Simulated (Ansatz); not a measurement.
Relaxation of the outer planes of the (0001) surface of hexagonal WC in its 1x1 cell (cut with top plane W, bottom plane W), outermost plane spacing 1.42 Å in the ideal cut (one of several cuts of this face), with 1 W a cell over the bulk's ratio.

Method: PBE (plane waves to 420 eV, PAW; Ansatz, a program for electronic structure).

Slab: 9 atoms, C4W5, 11.4 Å thick at the start; k 15x15x1, smearing 0.1 eV, dipole-corrected; all atoms relaxed; start symmetry kept, larger cells not searched; no spin, no spin-orbit, no U.

```tsv
plane	atoms	bulk spacing to the next (Å)	relaxed spacing (Å)	change (%)	rumpling (Å)
1	W	1.423	(withheld)	(withheld)	0.00
2	C	1.423	1.445	1.5	0.00
```

Complete the blanks.


- 1, relaxed spacing (Å): 1.358
- 1, change (%): -4.6
